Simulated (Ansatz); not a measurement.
The starting structures come from a database of crystals and need not be the phases stable at ambient conditions.

The decay constant κ of evanescent states in the gap governs leakage through a thin film.

Data:

```
CELL_PARAMETERS angstrom
      3.84172     0.00000     0.00000
      0.00000     6.33293     0.00000
      1.92086     0.00000     3.42684
ATOMIC_POSITIONS crystal
  Ga 0.66667 0.49995 0.66667
  Ga 0.33333 0.99995 0.33333
  P  0.66667 0.12605 0.66667
  P  0.33333 0.62605 0.33333
```

Space group of this cell: Cmc2_1. The cell is strained (lengths along the current scaled by 1.03, ions clamped); by r2SCAN its mean pressure is -2.3 GPa.

Transport runs along the normal of the first two printed cell vectors.

No gap correction and no spin-orbit coupling; mid-gap values are interpolated between computed energies.

Q: Predict the band gap and the smallest decay constant κ at mid-gap from Ansatz (a quantum-chemistry and plane-wave program) with r2SCAN.

A: Gap 1.44 eV on a 10×6×10 mesh; κ = 0.122 1/Å, at the zone centre.
